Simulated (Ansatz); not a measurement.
Levels about the gap of amorphous Si24O48La (73 atoms in a cell of 1110 Å³, 2.37 g/cm³; zone centre alone, so wide bands show as single levels with stretches between that a denser mesh fills), at the geometry that PBE relaxed, where it gives 1.0 GPa on a denser mesh. Exact exchange is cut at the faces of this small cell, which leaves a finite-size error. The participation number counts the atoms over which a state spreads; weights are charges in smoothed Voronoi cells. The levels come from a single point, so bond lengths are those of that geometry. Method of the levels: HSE06, scalar-relativistic without spin-orbit coupling (Ansatz, a quantum-chemistry and plane-wave program). Sampling: the zone centre alone; Fermi-Dirac width 0.01 eV; collinear spin, started from moments on atoms (at the end a net moment of 1.0 μB). The usual formal charges leave 3 electrons over, so the level spacing at the Fermi energy parts defect or band states and needn't be the band gap. In the spin-polarised cell the level spacing at the Fermi energy can part levels of unlike spin. At PBE the levels at both edges of the gap are localised (band-tail or defect states), and the nearest spread-out levels lie 5.6 eV apart at the zone centre. With spare charge at the zone centre alone, a hybrid can open a spacing that a denser mesh would close.

It comes from a melt-quench run on a machine-learned potential (CHGNet), relaxed afterwards by DFT. O atoms were pushed apart under 1.9 Å during the dynamics, to hinder bonds among them. The hot cell started wider than the set density and was brought back towards it in steps. It is the lowest in DFT energy of 2 quenches. It is a model cell: composition and starting density were chosen by hand, and all elements were melted together. No dispersion term was used. Its density started from a set value of 2.37 and ended at 2.37 g/cm³. Cooling (nominally 400 K/ps over its main leg) ran many orders faster than in experiment, which tends to leave more defects and strain. Values belong to this one cell and scatter from quench to quench. The volume was held where the preparation left it, at a PBE pressure of 1.0 GPa. Stress components on the final sampling reach 2.2 GPa. Cycles of charging lowered its energy after that relaxation.

```csv
"E - E(highest filled), eV",filling,spin,participation number,largest on,weight O,weight Si,weight La
-2.23,filled,dn,5.0,"O, 2 neighbours",0.93,0.04,0.03
-2.11,filled,dn,3.5,"O, 2 neighbours",0.93,0.04,0.03
-1.96,filled,up,4.7,"O, 2 neighbours",0.93,0.04,0.03
-1.93,filled,dn,4.9,"O, 2 neighbours",0.93,0.04,0.03
-0.14,filled,up,2.8,"Si, 2 neighbours",0.36,0.64,0.00
-0.13,filled,dn,2.5,"Si, 2 neighbours",0.35,0.65,0.00
0.00,filled,up,4.7,"Si, 4 neighbours",0.44,0.49,0.08
2.92,empty,dn,4.4,"Si, 4 neighbours",0.39,0.47,0.14
4.78,empty,up,43.1,"La, 6 neighbours",0.69,0.21,0.09
4.86,empty,dn,42.4,"Si, 2 neighbours",0.66,0.28,0.06
4.90,empty,up,3.1,"Si, 2 neighbours",0.39,0.60,0.01
4.92,empty,dn,3.8,"Si, 2 neighbours",0.42,0.56,0.02
5.25,empty,up,5.1,"La, 6 neighbours",0.41,0.17,0.42
5.48,empty,dn,4.3,"La, 6 neighbours",0.43,0.11,0.47
```

Most localised among these is the filled level at -0.13 eV, on a Si atom, which has 2 neighbours (O 1.69 Å, O 1.70 Å).
